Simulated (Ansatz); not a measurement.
## SnO (within 0.1 Å of P4/nmm, No. 129, 8 atoms in the cell; start mp-545820)

Method: LDA in Ansatz (PAW).

Run with plane-wave cutoff 520 eV, 10×10×4 k mesh (along the axes of the cell as run), Fermi–Dirac smearing 0.01 eV, scalar-relativistic PAW data made under PBE.

Cell (relaxed at this level):

```
CELL_PARAMETERS angstrom
      2.66451    -2.66449     0.00000
      2.66451     2.66449     0.00000
      0.00000     0.00000     9.31261
ATOMIC_POSITIONS crystal
  Sn 0.75016 0.24984 0.87275
  Sn 0.24984 0.75016 0.12725
  Sn 0.74984 0.25016 0.37275
  Sn 0.25016 0.74984 0.62725
  O  0.24983 0.25017 0.25000
  O  0.75017 0.74983 0.75000
  O  0.25017 0.24983 0.75000
  O  0.74983 0.75017 0.25000
```

```json
{
 "band_gap": "zero (no gap)",
 "bulk modulus B0": "38.5 GPa"
}
```

Note: the bulk modulus is −V dP/dV from two relaxed cells at ±2 % in volume.

Spin–orbit coupling is not included; it can open a gap where bands touch, and shift volumes and moduli.

Computed values are for the static lattice.

A start named mp-… is a Materials Project structure, which need not be a measured phase.

Ansatz is a program for electronic structure.
